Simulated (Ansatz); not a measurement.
# BP: carrier doping

Take BP in the wurtzite structure (space group P6_3mc, No. 186; a = 3.179 Å, c = 5.275 Å; a cell from a computed database, its experimental status unchecked) as the base.

Carriers are added at fixed cell with a uniform background; the Fermi–Dirac width is that of 300 K.

Level of theory: plane-wave PAW DFT at the PBEsol level (Ansatz, an electronic-structure program, 420 eV), no spin-orbit coupling.

Notes on the quantities. Fermi level from band edge: Fermi level relative to the doped band's edge (positive inside the band; to 0.05 eV).

```json
[
 {"electron density (10^21 cm⁻³)": "1.5", "Fermi level from band edge (eV)": "0.50"},
 {"electron density (10^21 cm⁻³)": "5", "Fermi level from band edge (eV)": "?"},
 {"electron density (10^21 cm⁻³)": "10", "Fermi level from band edge (eV)": "1.15"},
 {"electron density (10^21 cm⁻³)": "20", "Fermi level from band edge (eV)": "1.65"}
]
```

Question: Fit E_F = C n^s, fitted as a line in log–log form (a parabolic band gives s = 2/3) to the rows shown and predict the withheld row.

Answer: Least squares on the printed values gives C = 0.41 eV, s = 0.46 (largest residual 0.03 eV); this predicts 0.86 eV, and the run gives 0.85 eV, in agreement.

Carriers are added with a uniform compensating background; total energy and stress of such cells depend on the potential's zero and are not compared; many-body gap narrowing is missing at this level. Stability against distortions was not tested. This is not the structure that BP has at room temperature and ambient pressure.
